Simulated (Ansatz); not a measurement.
**Ca2BeN2 (model structure, started from the Ca2ZnN2 type, I4/mmm, No. 139, 5 atoms in the cell)**

All values below come from r²SCAN in Ansatz (plane waves, PAW).

Run with plane-wave cutoff 560 eV, 14×14×14 k mesh, Fermi–Dirac smearing 0.01 eV, scalar-relativistic PAW data made under PBE.

Cell (relaxed at this level):

```cif
data_BeCa2N2
_chemical_formula_sum 'Ca2 Be1 N2'
_space_group_name_H-M_alt 'P 1'
_space_group_IT_number 1
_cell_length_a 6.27405
_cell_length_b 6.27405
_cell_length_c 6.27405
_cell_angle_alpha 147.187
_cell_angle_beta 147.187
_cell_angle_gamma 47.087
loop_
_space_group_symop_operation_xyz
  'x, y, z'
loop_
_atom_site_label
_atom_site_type_symbol
_atom_site_fract_x
_atom_site_fract_y
_atom_site_fract_z
_atom_site_occupancy
Ca1 Ca 0.65577 0.65577 0.00000 1
Ca2 Ca 0.34423 0.34423 0.00000 1
Be1 Be 0.00000 0.00000 0.00000 1
N1 N 0.86662 0.86662 0.00000 1
N2 N 0.13338 0.13338 0.00000 1
```

```json
{
 "band_gap": "1.47 eV (on the SCF k mesh)",
 "bulk modulus B0": "92.5 GPa"
}
```

Note: the bulk modulus is −V dP/dV from two relaxed cells at ±2 % in volume; the relaxation could raise the start's symmetry but not lower it, so the cell can be a saddle point.

The computed numbers hold no vibrational or temperature effects.

Computing time: about 7 core-minutes (a rough figure).

A model structure was made by putting elements into a prototype or built by hand; it is no filed structure, need not be a known phase, and can be a saddle point held by its symmetry.

Ansatz is a first-principles code.
